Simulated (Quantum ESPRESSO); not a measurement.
Density of states of Mg6NbZn (Amm2, 8 atoms in the cell).

```xyz
8
Lattice="4.8543 0.0000 0.0000 0.0000 3.1131 5.4114 0.0000 -3.1131 5.4114" Properties=species:S:1:pos:R:3 pbc="T T T"
Mg     0.0000     1.4987     6.3609
Mg     0.0000    -1.4987     6.3609
Mg     0.0000     0.0000     3.5956
Mg     2.4272     1.5958     4.5234
Mg     2.4272    -1.5958     4.5234
Mg     2.4272     0.0000     1.8043
Nb     2.4272     0.0000     7.2840
Zn     0.0000     0.0000     8.8386
```

Computed with PBEsol, SSSP 1.1.2 efficiency (PBE) pseudopotentials (plane waves; Quantum ESPRESSO).

SCF settings: ecutwfc = 50 Ry; ecutrho = 400 Ry; occupations = smearing; smearing = fd; degauss = 0.0073499 Ry; input_dft = pbesol; K_POINTS = automatic 4 4 4 0 0 0; conv_thr = 1e-10 Ry; mixing_beta = 0.7. Keys of the DOS step: nscf.calculation = nscf; nscf.verbosity = high; nscf.occupations = tetrahedra_opt; nscf.nbnd = 33; nscf.startingwfc = random; nscf.diago_thr_init = 1e-06; nscf.diagonalization = cg; nscf.K_POINTS = automatic 10 10 10 0 0 0; dos.x.fildos = dos.dat; dos.x.Emin = -15 eV; dos.x.Emax = 30 eV; dos.x.DeltaE = 0.1 eV.

The starting cell comes from a database of computed structures (which also holds hypothetical and non-ambient phases and stackings), without a prior relaxation at this level. Spin polarisation is off.

Total DOS (both spins), as means of the tabulated values in each energy bin; the zero is the program's Fermi level or highest filled level, and the curve is cut to this window:

```
E (eV) | states/eV/cell
    -7.80 |  0.00
    -7.40 |  0.00
    -7.00 | ############################## 21.9
    -6.60 | # 0.98
    -6.20 | ## 1.31
    -5.80 | ## 1.19
    -5.40 | ## 1.48
    -5.00 | ## 1.53
    -4.60 | ### 1.91
    -4.20 | ### 2.10
    -3.80 | #### 2.55
    -3.40 | ### 2.19
    -3.00 | #### 2.66
    -2.60 | #### 2.97
    -2.20 | #### 3.06
    -1.80 | #### 2.81
    -1.40 | ###### 4.56
    -1.00 | ###### 4.43
    -0.60 | ######## 5.64
    -0.20 | ####### 5.02
     0.20 | ###### 4.18
     0.60 | ####### 5.15
     1.00 | ###### 4.32
     1.40 | #### 3.14
     1.80 | ### 2.38
     2.20 | ##### 3.77
     2.60 | ##### 3.44
```

Around zero the curve holds about 3.6 states/eV/cell.
